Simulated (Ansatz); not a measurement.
An Ansatz (a quantum-chemistry and plane-wave program) input (Ansatz, PBEsol, PAW, cutoff 420 eV, no spin-orbit coupling):

Ansatz 0.2 input:
```yaml
crystal:
  lattice:
    - [0, 1.9634371259, 1.9634371259]
    - [1.9634371259, 0, 1.9634371259]
    - [1.9634371259, 1.9634371259, 0]
  atoms:
    - { symbol: Ir, position: [0, 0, 0] }
basis: { ecutwfc: 420, ecutrho_ratio: 4, xc_grid: 2, fft_grid_basis: typed }
kpoints: { mp_grid: { grid: [29, 29, 29] } }
hamiltonian:
  xc: pbesol
  dispersion: none
  pseudopotentials: { kind: paw }
scf: { occupations: { method: fermi_dirac, width: 0.1 }, convergence: { dr2_threshold: 0.0000000001 } }
relax: { f_tol: 0.005, max_steps: 50 }
output: { forces: true, stress: true }
checkpoint: { write: state.ck, write_every: 1000 }
```

Q: Which symmetry and how many k-points will the program report, and about how many plane waves at Γ?

A: Space group Fm-3m (ITA 225) with 48 operations, k-points 680 of 24389, and 307 plane waves at Γ.

Q: And the final pressure?

A: -23.65 GPa (compression positive).

The cells carry an imposed strain or load. Whether these cells are dynamically stable was not tested. All final runs are without spin polarisation. The cell was made from Ir in the fcc (Cu type) structure (space group Fm-3m, No. 225) by this change: isotropic strain +2.50 %.
